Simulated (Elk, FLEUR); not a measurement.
A FLEUR input for a self-consistent single point of Mg2Cu (Ibam, 6 atoms in the cell) (DFT, LDA (Perdew-Zunger), all-electron FLAPW (FLEUR), scalar-relativistic valence):

Input of the input generator:

```
Mg2Cu FLAPW
&input film=f /
-6.0381851942 6.0499014962 4.9036786667
6.0381851942 -6.0499014962 4.9036786667
6.0381851942 6.0499014962 -4.9036786667
1.0
1.0 1.0 1.0

6
12 0.6679500000 0.8321100000 0.5000600000
12 0.3320500000 0.1678900000 0.4999400000
12 0.8320500000 0.3321100000 0.1641600000
12 0.1679500000 0.6678900000 0.8358400000
29 0.7500000000 0.7500000000 -0.0000000000
29 0.2500000000 0.2500000000 -0.0000000000

&comp jspins=1 /
&exco xctyp='pz' /
&kpt div1=5 div2=5 div3=5 /
&end /
```

```xml
<?xml version="1.0" encoding="UTF-8" standalone="no"?>
<fleurInput fleurInputVersion="0.39">
   <comment>
      Mg2Cu FLAPW                                                                                         
   </comment>
   <calculationSetup>
      <cutoffs Kmax="4.0" Gmax="16.0" GmaxXC="16.0" numbands="0"/>
      <scfLoop itmax="100" minDistance="0.00001" maxIterBroyd="99" imix="Anderson" alpha="0.05" precondParam="0.0" spinf="2.0"/>
      <coreElectrons ctail="T" frcor="F" kcrel="0" coretail_lmax="0"/>
      <xcFunctional name="pz" relativisticCorrections="F"/>
      <magnetism jspins="1"/>
      <soc l_soc="F" theta="0.0" phi="0.0" spav="F"/>
      <expertModes spex="0" secvar="F"/>
      <geometryOptimization l_f="T" forcealpha="1.0" forcemix="BFGS" epsdisp="0.00001" epsforce="0.00001"/>
      <ldaU l_linMix="F" mixParam="0.05" spinf="1.0"/>
   </calculationSetup>
   <cell>
      <bzIntegration valenceElectrons="62.0" mode="hist" fermiSmearingEnergy="0.00367493">
         <kPointListSelection listName="default-1"/>
         <!-- k-points included here -->
         <xi:include xmlns:xi="http://www.w3.org/2001/XInclude" href="kpts.xml"> </xi:include>
      </bzIntegration>
      <!-- symmetry operations included here -->
      <xi:include xmlns:xi="http://www.w3.org/2001/XInclude" href="sym.xml"> </xi:include>
      <bulkLattice scale="1.0">
         <bravaisMatrix>
            <row-1>   -6.0381851942000004     6.0499014962000004     4.9036786667000003</row-1>
            <row-2>    6.0381851942000004    -6.0499014962000004     4.9036786667000003</row-2>
            <row-3>    6.0381851942000004     6.0499014962000004    -4.9036786667000003</row-3>
         </bravaisMatrix>
      </bulkLattice>
   </cell>
   <atomSpecies>
      <species name="Magnesium (Mg)" element="Mg" atomicNumber="12">
         <mtSphere radius="2.49" gridPoints="859" logIncrement="0.013"/>
         <atomicCutoffs lmax="10" lnonsphr="8"/>
         <electronConfig flipSpins="F">
            <coreConfig>(1s1/2)</coreConfig>
            <valenceConfig>(2s1/2) (2p1/2) (2p3/2) (3s1/2)</valenceConfig>
         </electronConfig>
         <energyParameters s="3" p="3" d="3" f="4"/>
         <lo type="SCLO" l="0" n="2" eDeriv="0"/>
         <lo type="SCLO" l="1" n="2" eDeriv="0"/>
      </species>
      <species name="Copper (Cu)" element="Cu" atomicNumber="29">
         <mtSphere radius="2.29" gridPoints="791" logIncrement="0.016"/>
         <atomicCutoffs lmax="8" lnonsphr="6"/>
         <electronConfig flipSpins="F">
            <coreConfig>(1s1/2) (2s1/2) (2p1/2) (2p3/2) (3s1/2) (3p1/2) (3p3/2)</coreConfig>
            <valenceConfig>(4s1/2) (3d3/2) (3d5/2)</valenceConfig>
            <stateOccupation state="(4s1/2)" spinUp="0.5" spinDown="0.5"/>
         </electronConfig>
         <energyParameters s="4" p="4" d="3" f="4"/>
         <lo type="HELO" l="2" n="4" eDeriv="0"/>
      </species>
   </atomSpecies>
   <atomGroups>
      <atomGroup species="Magnesium (Mg)">
         <relPos label="                   1">-.3320500000 -.1678900000 -.4999400000</relPos>
         <relPos label="                   2">.3320500000 .1678900000 .4999400000</relPos>
         <relPos label="                   3">-.1679500000 .3321100000 .1641600000</relPos>
         <relPos label="                   4">.1679500000 -.3321100000 -.1641600000</relPos>
         <force calculate="T" relaxXYZ="TTT"/>
      </atomGroup>
      <atomGroup species="Copper (Cu)">
         <relPos label="                   5">-1.000/4.000 -1.000/4.000 .0000000000</relPos>
         <relPos label="                   6">1.000/4.000 1.000/4.000 .0000000000</relPos>
         <force calculate="T" relaxXYZ="TTT"/>
      </atomGroup>
   </atomGroups>
   <output dos="F" band="F" slice="F">
      <checks vchk="F" cdinf="F"/>
      <bandDOS minEnergy="-.5*Htr" maxEnergy="0.5*Htr" sigma="0.015" storeEVData="T"/>
      <vacuumDOS vacdos="F" integ="F" star="F" nstars="0" locx1="0.0" locy1="0.0" locx2="0.0" locy2="0.0" nstm="0" tworkf="0.0"/>
      <unfoldingBand unfoldBand="F" supercellX="1" supercellY="1" supercellZ="1"/>
      <plotting iplot="0" polar="F">
         <plot TwoD="T" vec1="  1.0  0.0  0.0" vec2="  0.0  1.0  0.0" vec3="  0.0  0.0  1.0" zero="  0.0  0.0  0.0" file="plot"/>
      </plotting>
      <chargeDensitySlicing numkpt="0" minEigenval="0.0" maxEigenval="0.0" nnne="0" pallst="F"/>
      <specialOutput eonly="F"/>
      <magneticCircularDichroism mcd="F" energyLo="-10.0" energyUp="0.0"/>
   </output>
  <!-- We include the file relax.xml here to enable relaxations (see documentation) -->
  <xi:include xmlns:xi="http://www.w3.org/2001/XInclude" href="relax.xml"> <xi:fallback/> </xi:include>
</fleurInput>
```

Task: Translate this input to Elk.

Result: One input that does it (others would too):

```
tasks
  0

rmtscf
  0.96

swidth
  0.00367493

maxscl
  100

scale
  9.854291097

avec
   -0.6127467856    0.6139357400    0.4976186129
    0.6127467856   -0.6139357400    0.4976186129
    0.6127467856    0.6139357400   -0.4976186129

sppath
  './'

atoms
  2
  'Mg.in'
  4
  0.6679500000  0.8321100000  0.5000600000    0.0 0.0 0.0
  0.3320500000  0.1678900000  0.4999400000    0.0 0.0 0.0
  0.8320500000  0.3321100000  0.1641600000    0.0 0.0 0.0
  0.1679500000  0.6678900000  0.8358400000    0.0 0.0 0.0
  'Cu.in'
  2
  0.7500000000  0.7500000000  0.0000000000    0.0 0.0 0.0
  0.2500000000  0.2500000000  0.0000000000    0.0 0.0 0.0

ngridk
  5 5 5
```

Basis, cutoffs, solver keys and any potentials are the target program's own. This input uses DFT, LDA (PW92), all-electron FP-LAPW, Elk's shipped species files, default APW+lo basis. LDA parametrisations can differ slightly between programs.

The starting cell comes from a database of computed structures (which also holds hypothetical and non-ambient phases and stackings), without a prior relaxation at this level.
